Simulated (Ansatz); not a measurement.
**Short convergence ladders for NaNiO2 (Cm, 4 atoms in the cell)**

```yaml
crystal:
  lattice:
    - [2.64937, -1.40567, 0.00000]
    - [2.64937, 1.40567, 0.00000]
    - [-1.94969, 0.00000, 5.14410]
  atoms:
    - { symbol: Na, position: [0.50358, 0.50358, 0.50972] }
    - { symbol: Ni, position: [0.00000, 0.00000, 0.00000], spin: 2.0 }
    - { symbol: O, position: [0.28529, 0.28529, 0.80283] }
    - { symbol: O, position: [0.71471, 0.71471, 0.19717] }
```
(The spins are starting values, not results.)

Base method: LDA (PW92), default PAW files made with PBE (plane waves; Ansatz, a quantum-chemistry and plane-wave program).

Base settings: basis.ecutwfc = 420 eV; kpoints.mp_grid.grid = 7 7 3; hamiltonian.xc = lda; hamiltonian.pseudopotentials = {kind: paw} (the program's default PAW files); magnetization.spin_polarized = true; scf.occupations.method = fermi_dirac; scf.occupations.width = 0.02 eV.

The count of work is k-points × plane waves × bands × iterations; it is no time. Core times come from one kind of shared machine, to one figure; runs under 30 s give none.

**The cutoff for other potential files**

Level: DFT, LDA (PW92), plane waves, harder PAW files (source: ansatz) made with PBE.

In this ladder: hamiltonian.pseudopotentials = {kind: paw, source: ansatz}.

The second cell is the first with its lattice scaled by 0.98.

The mesh stays at the base's, so the ladder's end is converged at best in this setting alone.

The first pressure column holds Ansatz's estimate of the finite-basis (Pulay) stress, which hides part of the cutoff error; the other is without it.

Only quantities that move along the ladder and can be compared are tabulated.

| basis.ecutwfc | free energy less the last step's (meV/atom) | energy of the compressed cell less the first (meV/atom) | pressure (GPa) | pressure without the Pulay estimate (GPa) | largest difference of a force vector from the last step's (eV/Å) | count of work / last | core time / last (rough) |
|---|---|---|---|---|---|---|---|
| 420 eV | 3361.09 | 15.67 | 0.53 | -267.29 | 1.020 | 0.097 | – |
| 510 eV | 740.89 | 2.01 | -5.71 | -76.11 | 0.221 | 0.14 | – |
| 650 eV | 64.76 | 2.82 | -4.56 | -13.19 | 0.017 | 0.20 | – |
| 790 eV | 4.82 | 2.44 | -4.61 | -5.32 | 0.001 | 0.28 | – |
| 930 eV | 1.26 | 2.40 | -4.62 | -4.66 | 0.000 | 0.35 | 0.4 |
| 1115 eV | 0.76 | 2.40 | -4.62 | -4.65 | 0.000 | 0.46 | 0.3 |
| 1395 eV | 0.26 | 2.40 | -4.62 | -4.63 | 0.000 | 0.65 | 0.6 |
| 1860 eV | 0.00 | 2.40 | -4.62 | -4.63 | 0.000 | 1.0 | 1 |

Coarsest basis.ecutwfc that holds the pressure without the Pulay estimate within 0.1 GPa of the last step, with all finer ones: 930 eV, at 0.35 of the last step's count of work and about 0.4 of the last step's time; the step before is off by 0.70 GPa.

Coarsest basis.ecutwfc that holds the free energy within 2 meV/atom of the last step, with all finer ones: 930 eV, at 0.35 of the last step's count of work and about 0.4 of the last step's time; the step before is off by 4.8 meV/atom.

Coarsest basis.ecutwfc that holds the energy of the compressed cell less the first within 1 meV/atom of the last step, with all finer ones: 510 eV, at 0.14 of the last step's count of work; the step before is off by 13 meV/atom.

The energy difference between the two cells stays within 1 meV/atom of the last step's from 510 eV on, the total only from 1115 eV on: much of the error is common to both cells and cancels.

At the lowest cutoff the pressure without the Pulay estimate lies 263 GPa under the last step's, the usual sign of Pulay stress in an incomplete plane-wave basis.

**The density cutoff**

The second cell is the first with its lattice scaled by 0.98.

The mesh stays at the base's, so the ladder's end is converged at best in this setting alone.

Only quantities that move along the ladder and can be compared are tabulated.

| basis.ecutrho_ratio | free energy less the last step's (meV/atom) | energy of the compressed cell less the first (meV/atom) | pressure (GPa) |
|---|---|---|---|
| 2 | -5.52 | 2.52 | -3.87 |
| 3 | 0.01 | 1.76 | -4.76 |
| 4 | 0.00 | 1.77 | -4.75 |
| 5 | 0.00 | 1.77 | -4.75 |
| 6 | 0.00 | 1.77 | -4.75 |
| 8 | 0.00 | 1.77 | -4.75 |
| 10 | 0.00 | 1.77 | -4.75 |
| 12 | 0.00 | 1.77 | -4.75 |
| 16 | 0.00 | 1.77 | -4.75 |

Coarsest basis.ecutrho_ratio that holds the free energy within 1 meV/atom of the last step, with all finer ones: 3; the step before is off by 5.5 meV/atom.

Coarsest basis.ecutrho_ratio that holds the pressure within 0.05 GPa of the last step, with all finer ones: 3; the step before is off by 0.87 GPa.

Coarsest basis.ecutrho_ratio that holds the energy of the compressed cell less the first within 0.2 meV/atom of the last step, with all finer ones: 3; the step before is off by 0.75 meV/atom.

The energy difference between the two cells stays within 1 meV/atom of the last step's from 2 on, the total only from 3 on: much of the error is common to both cells and cancels.

**The relaxed cell against the cutoff**

On NaNiO2 (C2/m, 4 atoms in the cell): atoms on their sites.

In this ladder: relax = cell and atoms.

The mesh stays at the base's, so the ladder's end is converged at best in this setting alone.

Only quantities that move along the ladder and can be compared are tabulated.

| basis.ecutwfc | relaxed volume (Å³/atom) | relaxation steps | core time / last (rough) |
|---|---|---|---|
| 250 eV | 9.015 | 83 | 2 |
| 295 eV | 9.388 | 45 | 1 |
| 355 eV | 9.338 | 12 | 0.3 |
| 420 eV | 9.333 | 10 | 0.4 |
| 505 eV | 9.334 | 7 | 0.3 |
| 630 eV | 9.333 | 7 | 0.5 |
| 840 eV | 9.333 | 7 | 1 |

Coarsest basis.ecutwfc that holds the relaxed volume within 0.019 Å³/atom of the last step, with all finer ones: 355 eV, at about 0.3 of the last step's time; the step before is off by 0.056 Å³/atom.

At the lowest cutoff the cell relaxes to a volume 3.4 % smaller than at the highest. Ansatz relaxes on a stress corrected for the finite basis.

On the base run: the starting cell comes from a database of computed structures (which also holds hypothetical and non-ambient phases and stackings), without a prior relaxation at this level. Its lattice was rescaled by up to half a per cent. One atom was moved a little off its site on purpose. With one magnetic atom in the cell only a parallel order is possible. Without a gap this mesh is coarse (it stands for a supercell whose shortest vector is 17 Å).

Left out of this page: 1 run of the series stopped by limits of time or memory.

Keys are those of Ansatz 0.2.
